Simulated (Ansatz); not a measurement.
Results of LDA in Ansatz (plane waves, PAW) for C11b MoSi2.

Settings: plane-wave cutoff 520 eV, 24×24×24 k mesh, Fermi–Dirac smearing 0.05 eV, no spin polarisation, scalar-relativistic PAW data made under PBE.

Properties against volume:

Shape and atoms are relaxed at each volume.

| V (Å³/atom) | P (GPa) | c (Å) | a (Å) |
|---|---|---|---|
| 12.538 | 10.03 | 7.687 | 3.128 |
| 12.799 | 4.74 | 7.732 | 3.151 |
| 13.061 | -0.01 | 7.777 | 3.174 |
| 13.322 | -4.27 | 7.822 | 3.197 |
| 13.583 | -8.09 | 7.866 | 3.219 |

Note: the bulk modulus comes from volumes at which shape and atoms were relaxed.

Ansatz is a quantum-chemistry and plane-wave program.
